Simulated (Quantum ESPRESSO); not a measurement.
Worked example: self-consistent single point of MnO2 (P1, 3 atoms in the cell) in Quantum ESPRESSO.

Level of theory: LDA (PZ)+U, GBRV 1.5 ultrasoft (LDA) pseudopotentials (plane waves; Quantum ESPRESSO).

```
CELL_PARAMETERS angstrom
      1.42843     0.82471     4.58393
     -1.42843     0.82471     4.58393
      0.00000    -1.64942     4.58393
ATOMIC_POSITIONS crystal
  Mn 0.00539 0.01011 0.98499
  O  0.25905 0.25557 0.27867
  O  0.73556 0.73432 0.73633
```
Moments meant for the start (each program seeds them in its own way; μB, in the order of the atoms Mn O O): 4.0 0.0 0.0.

Reference input (self-consistent single point, DFT, LDA (PZ), plane waves, GBRV 1.5 ultrasoft (LDA) pseudopotentials): ecutwfc = 50 Ry; ecutrho = 400 Ry; occupations = smearing; smearing = fd; degauss = 0.00147 Ry; nspin = 2; potentials = {Mn: mn_lda_v1.5.uspp.F.UPF, O: o_lda_v1.2.uspp.F.UPF}; K_POINTS = automatic 6 6 6 0 0 0; conv_thr = 1e-09 Ry; mixing_beta = 0.4. This run's input differs from it in these lines:

```diff
@@ -37,2 +37,4 @@
    0.0000000000    -1.6494150000     4.5839300000
+HUBBARD {atomic}
+U Mn-3d 6
```

Output, abridged:

```
     Self-consistent Calculation

     iteration #  1     ecut=    50.00 Ry     beta= 0.40

     =================== HUBBARD OCCUPATIONS ===================
     ------------------------ ATOM    1 ------------------------
     Tr[ns(  1)] (up, down, total) =   3.96996  0.63180  4.60176
     Atomic magnetic moment for atom   1 =   3.33815
     SPIN  1
     eigenvalues:
       0.506  0.506  0.984  0.985  0.989
     SPIN  2
     eigenvalues:
       0.066  0.076  0.076  0.203  0.211

     Number of occupied Hubbard levels =    4.6018

     total energy              =    -274.79756710 Ry
     estimated scf accuracy    <       2.00006059 Ry

   [... lines left out ...]

     negative rho (up, down):  0.000E+00 1.008E-05

     total energy              =    -275.51243465 Ry
     estimated scf accuracy    <       0.00000001 Ry

     total magnetization       =     3.00 Bohr mag/cell
     absolute magnetization    =     3.81 Bohr mag/cell

     iteration # 14     ecut=    50.00 Ry     beta= 0.40

     negative rho (up, down):  0.000E+00 1.008E-05

     Magnetic moment per site  (integrated on atomic sphere of radius R)
     atom   1 (R=0.156)  charge= 11.5546  magn=  2.8635
     atom   2 (R=0.156)  charge=  5.0629  magn= -0.1860
     atom   3 (R=0.156)  charge=  5.0649  magn= -0.1836
     End of self-consistent calculation

     =================== HUBBARD OCCUPATIONS ===================
     ------------------------ ATOM    1 ------------------------
     Tr[ns(  1)] (up, down, total) =   4.44333  1.25678  5.70011
     Atomic magnetic moment for atom   1 =   3.18655
     SPIN  1
     eigenvalues:
       0.726  0.732  0.995  0.995  0.996
     SPIN  2
     eigenvalues:
       0.121  0.137  0.137  0.424  0.438

     Number of occupied Hubbard levels =    5.7001

     Number of k-points >= 100: set verbosity='high' to print the bands.

     the Fermi energy is     7.5760 ev

!    total energy              =    -275.51243465 Ry
     estimated scf accuracy    <          9.5E-10 Ry
     smearing contrib. (-TS)   =      -0.00000000 Ry
     internal energy E=F+TS    =    -275.51243465 Ry

   [... lines left out ...]
     total magnetization       =     3.00 Bohr mag/cell
     absolute magnetization    =     3.81 Bohr mag/cell
     Total force =     0.063290     Total SCF correction =     0.000026
   [... lines left out ...]

     negative rho (up, down):  0.000E+00 1.008E-05
          total   stress  (Ry/bohr**3)                   (kbar)     P=       45.33
   0.00037975   0.00000110   0.00000549           55.86        0.16        0.81
   0.00000110   0.00052560  -0.00018982            0.16       77.32      -27.92
   0.00000549  -0.00018982   0.00001904            0.81      -27.92        2.80

   JOB DONE.
```

The run converged in 14 iterations. Against the reference run the pressure goes from -7.27 to 4.53 GPa, the largest force goes from 0.746 to 1.262 eV/Å, the gap on the mesh goes from 0.533 to 1.485 eV and the size of the net moment stays at 1.00 μB/atom.

The starting cell comes from a database of computed structures (which also holds hypothetical and non-ambient phases and stackings), without a prior relaxation at this level. Its atoms were displaced at random from the sites of space group no. 166. With one magnetic atom in the cell only a parallel order is possible. With U or open f shells several self-consistent states can exist. With a pressure of about 5 GPa the cell is away from its equilibrium volume at this level. Forces in this geometry exceed 1 eV/Å.

Cost on one core of a shared machine: roughly 3 min.
